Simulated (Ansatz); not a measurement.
# TaAg (model structure, P4/mmm, No. 123, 2 atoms in the cell): properties by level of theory

| level (code) | equilibrium lattice constant a (Å) | lattice parameter c (Å) | bulk modulus (GPa) | cohesive energy (eV/atom) |
|---|---|---|---|---|
| LDA (Ansatz) | 2.754 | 4.323 | 191 | (withheld) |
| PBE (Ansatz) | 2.838 | (withheld) | (withheld) | (withheld) |
| PBEsol (Ansatz) | 2.796 | (withheld) | 177 | 5.69 |

Problem. What belongs in the gaps?

Solution. 
- LDA (Ansatz, a quantum-chemistry and plane-wave program), cohesive energy (eV/atom): 6.31
- PBE (Ansatz), lattice parameter c (Å): 4.377
- PBE (Ansatz), bulk modulus (GPa): 158
- PBE (Ansatz), cohesive energy (eV/atom): 4.96
- PBEsol (Ansatz), lattice parameter c (Å): 4.318

Caveats: the bulk modulus is −V dP/dV from two relaxed cells at ±2 % in volume (LDA, PBE, PBEsol). Ansatz's density-functional and Hartree–Fock values are scalar-relativistic unless marked +SOC, with PAW data made under PBE.

Static lattice: no zero-point or thermal effects.

A model structure was made by putting elements into a prototype or built by hand; it is no filed structure, need not be a known phase, and can be a saddle point held by its symmetry.
